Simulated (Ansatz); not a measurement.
Input and output of a self-consistent single point for ScB2 (P6mm, 3 atoms in the cell) (Ansatz, a quantum-chemistry and plane-wave program).

Computed with PBEsol, harder PAW files (source: ansatz) made with PBE (plane waves; Ansatz).

The change in words: lattice scaled by 0.98; basis.ecutwfc: 420 eV → 605 eV; hamiltonian.pseudopotentials: {kind: paw} (the program's default PAW files) → {kind: paw, source: ansatz}. Reference geometry:
```yaml
crystal:
  lattice:
    - [3.12968, 0.00000, 0.00000]
    - [-1.56484, 2.71039, 0.00000]
    - [0.00000, 0.00000, 3.51772]
  atoms:
    - { symbol: Sc, position: [0.00000, 0.00000, 0.01421] }
    - { symbol: B, position: [0.66667, 0.33333, 0.50000] }
    - { symbol: B, position: [0.33333, 0.66667, 0.50000] }
```

Reference input (self-consistent single point, DFT, PBEsol, plane waves, default PAW files made with PBE): basis.ecutwfc = 420 eV; kpoints.mp_grid.grid = 12 12 9; hamiltonian.xc = pbesol; hamiltonian.pseudopotentials = {kind: paw} (the program's default PAW files); scf.occupations.method = gaussian; scf.occupations.width = 0.1 eV. This run's input differs from it in these lines:

Ansatz 0.2 input:
```diff
@@ -3,5 +3,5 @@
   lattice:
-    - [3.12968300, 0.00000000, 0.00000000]
-    - [-1.56484100, 2.71038500, 0.00000000]
-    - [0.00000000, 0.00000000, 3.51772300]
+    - [3.06708900, 0.00000000, 0.00000000]
+    - [-1.53354400, 2.65617700, 0.00000000]
+    - [0.00000000, 0.00000000, 3.44736900]
   atoms:
@@ -11,3 +11,3 @@
 basis:
-  ecutwfc: 420.0
+  ecutwfc: 605.0
 kpoints:
@@ -19,2 +19,3 @@
     kind: paw
+    source: ansatz
 scf:
```

Output (repeated stretches shortened):

```
SCF iter   1: F=—  HF=-2420.058663 eV  |F-HF|=—  |Δ(HF+E_count)|=         —  Δρ=7.25e-2  dr2=2.56e0  ethr=3.10e-3  ⟨swp⟩=5.6  Hψ=6541  notcnv=0
all-band conjugate gradients solve this SCF's bands
preconditioner: auto → none
SCF iter   2: F=—  HF=-2419.452871 eV  |F-HF|=—  |Δ(HF+E_count)|=   6.06e-1  Δρ=3.45e-2  dr2=5.71e-1  ethr=3.10e-3  ⟨swp⟩=2.3  Hψ=2559  notcnv=0  defer=32
   [... lines left out ...]
SCF iter   4: F=—  HF=-2419.292154 eV  |F-HF|=—  |Δ(HF+E_count)|=   4.37e-4  Δρ=1.26e-3  dr2=6.06e-4  ethr=2.44e-5  ⟨swp⟩=2.2  Hψ=2302  notcnv=0  defer=26
SCF iter   5: F=—  HF=-2419.292022 eV  |F-HF|=—  |Δ(HF+E_count)|=   1.32e-4  Δρ=3.55e-4  dr2=3.68e-5  ethr=3.56e-6  ⟨swp⟩=2.2  Hψ=1737  notcnv=0  defer=26
SCF iter   6: F=—  HF=-2419.292018 eV  |F-HF|=—  |Δ(HF+E_count)|=   3.92e-6  Δρ=6.93e-5  dr2=5.87e-7  ethr=2.16e-7  ⟨swp⟩=2.4  Hψ=1734  notcnv=0  defer=26
SCF iter   7: F=-2419.292018 eV  HF=-2419.292018 eV  |F-HF|=7.42e-9  |Δ(HF+E_count)|=   3.98e-7  Δρ=1.27e-5  dr2=1.44e-8  ethr=5.88e-10  ⟨swp⟩=6.4  Hψ=5841  notcnv=0
SCF 1 converged in 7 iterations: F = -2419.292018 eV  dr2 = 1.44e-8
Free energy (F): -2419.292018 eV
Internal energy: -2419.289022 eV  (E = F + TS)
E sigma→0 (E₀):  -2419.290520 eV
Entropy (-TS):   -0.002997 eV (-0.999 meV/atom)
Fermi energy:    12.828694 eV
--- Forces (eV/Å), atoms counted from 1 ---
  atom   1  Sc    -0.00000000    -0.00000000    -0.59226883
  atom   2  B      0.00000000    -0.00000000     0.29613486
  atom   3  B      0.00000000     0.00000000     0.29613486
--- Stress (GPa, compression-positive) ---
       12.842168       0.000000       0.000000
        0.000000      12.842168       0.000000
        0.000000       0.000000       7.893014
  P = ⅓ Tr σ = 11.1925 GPa (111.925 kbar)
  The stress holds the Pulay correction. Without it, at fixed plane waves, as pw.x and ABINIT print it: P = 11.0137 GPa
```

The run converged in 7 iterations. Against the reference run the pressure goes from -1.95 to 11.19 GPa and the largest force goes from 0.481 to 0.592 eV/Å.

The starting cell comes from a database of computed structures (which also holds hypothetical and non-ambient phases and stackings), without a prior relaxation at this level. Its lattice was rescaled by up to half a per cent. One atom was moved a little off its site on purpose. For this run, on top of that: lattice scaled by 0.98. Ansatz's pressure includes its estimate of the finite-basis (Pulay) stress. The cutoff lies below the one recommended for these files.
